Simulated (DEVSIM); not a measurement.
Structure: Si n-p junction from an implanted or diffused profile, at 250 K.

| layer (left to right) | material | thickness (μm) | Na (cm⁻³) | τn (s) | τp (s) |
|---|---|---|---|---|---|
| 1 | Si | 14.0 | 1.7e16 | 2e-7 | 2e-7 |

Added donor profile: 1.5e18 cm⁻³ × exp(−(x − 0 μm)²/(2·(0.024 μm)²)). Left contact: ohmic. Right contact: ohmic. Voltage is applied to the left contact. Recombination: SRH at mid-gap. Mobility is constant in doping.

The device is made up for the run: typed textbook-type constants, with dimensions and the other settings drawn at random. Values at 300 K; Nc and Nv go as T^1.5, mobilities as T to minus their exponent, the gap by Varshni's rule with the affinity fixed.

```tsv
parameter	Si
gap (eV)	1.124
affinity (eV)	4.05
permittivity	11.7
Nc (cm⁻³)	2.86e19
Nv (cm⁻³)	3.1e19
μn (cm²/Vs)	1417
μp (cm²/Vs)	470
T exponent of μn	2.3
T exponent of μp	2.2
Varshni α (eV/K)	0.000473
Varshni β (K)	636
```

Simulated with DEVSIM: 1D drift-diffusion, Boltzmann statistics, complete ionisation; no tunnelling, impact ionisation, image-force lowering or self-heating.

The temperature was swept, all else fixed.

| temperature (K) | dark forward voltage at 1 A/cm² (V) | dark forward voltage at 100 A/cm² (V) | potential step across the device at zero bias (V) |
|---|---|---|---|
| 250 | [?] | [?] | 0.922 |
| 300 | 0.600 | 0.763 | 0.853 |
| 350 | 0.491 | 0.689 | 0.781 |
| 400 | 0.380 | 0.615 | 0.706 |
| 450 | 0.268 | 0.541 | 0.628 |
| 500 | 0.154 | 0.468 | 0.548 |

Fill in the missing entries.


- 250, dark forward voltage at 1 A/cm² (V): 0.707
- 250, dark forward voltage at 100 A/cm² (V): 0.837
